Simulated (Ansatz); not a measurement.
## SiC: stress against strain

SiC (4H polytype, P6_3mc, 10.335 Å³/atom and stress up to 0.01 GPa in the relaxed cell, c along z) under an equal strain ε in the (0001) plane with the normal axis free, as in a coherent film. PBEsol in Ansatz, a plane-wave DFT program (PAW, default set), 420 eV, 12×12×4 Γ-centred mesh, Fermi-Dirac smearing 0.05 eV; ions are relaxed, or left where forces stay under 0.02 eV/Å, within the symmetry of each cell. Stress is positive for a compressed cell.

Here s stands for strain and y for stress xx.

```
strain (%)  stress xx (GPa)
----------  ---------------
-1.50                  9.53
-0.75                  4.62
0.00                  -0.01
0.75                  -4.36
1.50                  -8.44
3.00                      ?
```

Using a straight line, estimate the missing y at s = 3.00 from the other rows, showing the fit.

Means: s 0, y 0.268. About the means, the sum of products is -33.690 and the sum of squares of s is 5.6250; the slope is their ratio. Least squares gives y = 0.268 - 5.9893·s. Residuals (row less fit): 0.278, -0.140, -0.278, -0.136, 0.276; standard error 0.299 (degrees of freedom: 3). The slope gives the biaxial elastic modulus of this plane = 599 ± 13 GPa (± standard error of the fit, which holds the terms cut off). At the withheld row, y = 0.268 - 5.9893 × 3.00 = -17.700 GPa. The calculation gives -15.82 GPa, 1.880 GPa above the prediction (7.4 % of the range of y in the table). The row lies outside the fitted rows, so this is an extrapolation. From the scatter of the fitted rows alone, a prediction at this place has a standard error of 0.501 GPa, so the miss is 3.8 times that.

A polynomial of degree 2 through the 8 other runs of the series gives -15.76 there, so most of the miss is curvature that the fit leaves out. The start is a measured cell from the literature; how it stands against other phases or cation orders wasn't checked. Rows are the converged runs of the series near zero and its far end; series whose fitted rows scatter by over a few per cent of the range, as at a crossing or softening among them, aren't shown in this form, nor equations of state whose B0' disagrees with the runs' pressures. Most that stay on the fit to the last digits aren't either.
